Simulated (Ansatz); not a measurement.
Base system: LaB₆ (space group Pm-3m, No. 221; a = 4.1299 Å). Axes: x, y, z lie along the cube axes.

Calculations: DFT with PBEsol, PAW potentials and a 420 eV plane-wave cutoff in Ansatz (a program for electronic structure), no SOC.

Strains are applied to the cell and any free atomic positions relax; under biaxial strain the out-of-plane vector relaxes too; under stress the whole cell relaxes.

One change was made to it. Results:

```csv
quantity,base,after
volume per atom,10.06 Å³,9.88 Å³
energy relative to the base (free energy F),0 meV/atom,+3.0 meV/atom
```

Q: Name the change that was made.
(A) biaxial strain −0.96 %, plane normal [001], relaxed out of plane
(B) uniaxial stress, 3 GPa compression along x
(C) isotropic strain −2.57 %
(D) tensor shear ε_xy = −0.95 %
(E) biaxial strain −1.86 %, plane normal [111], relaxed out of plane

A: A, biaxial strain −0.96 %, plane normal [001], relaxed out of plane. For comparison, the energy relative to the base in the other runs: isotropic strain −2.57 % gives +36 meV/atom; uniaxial stress, 3 GPa compression along x gives +0.6 meV/atom; tensor shear ε_xy = −0.95 % gives +1.1 meV/atom; biaxial strain −1.86 %, plane normal [111], relaxed out of plane gives +7.3 meV/atom.

Without a gap, meshes like the base's 11×11×11 leave anisotropic stresses uncertain by several tenths of a GPa, and small strain energies with them. Beyond what the load breaks, stability against distortions was not tested. All final runs are without spin polarisation. An odd electron count without spin: LaB6.
